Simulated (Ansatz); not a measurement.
## Ba$_{3}$PtC in the anti-perovskite structure (space group Pm-3m, No. 221; a hypothetical phase, not in the database extracts checked)

```cif
data_CBa3Pt
_chemical_formula_sum 'Ba3 Pt1 C1'
_space_group_name_H-M_alt 'P 1'
_space_group_IT_number 1
_cell_length_a 5.38566
_cell_length_b 5.38566
_cell_length_c 5.38566
_cell_angle_alpha 90.000
_cell_angle_beta 90.000
_cell_angle_gamma 90.000
loop_
_space_group_symop_operation_xyz
  'x, y, z'
loop_
_atom_site_label
_atom_site_type_symbol
_atom_site_fract_x
_atom_site_fract_y
_atom_site_fract_z
_atom_site_occupancy
Ba1 Ba 0.50000 0.00000 0.50000 1
Ba2 Ba 0.00000 0.50000 0.50000 1
Ba3 Ba 0.50000 0.50000 0.00000 1
Pt1 Pt 0.00000 0.00000 0.00000 1
C1 C 0.50000 0.50000 0.50000 1
```

Computed with PBEsol (Ansatz, a first-principles code; PAW; 420 eV plane waves; no SOC). k-mesh 9×9×9 (Γ-centred); smearing 0.05 eV (Fermi–Dirac).

| Item | Value |
|---|---|
| Volume per atom | 31.24 Å³ |
| Density | 6.58 g/cm³ |
| Band gap | zero |
| Total energy | -6043.354 eV/atom (σ→0; compares only within this code and set-up) |

Whether these cells are dynamically stable was not tested. The final runs are not spin-polarised. Ba3PtC has a high density of states at the Fermi level and may be magnetic at this level.
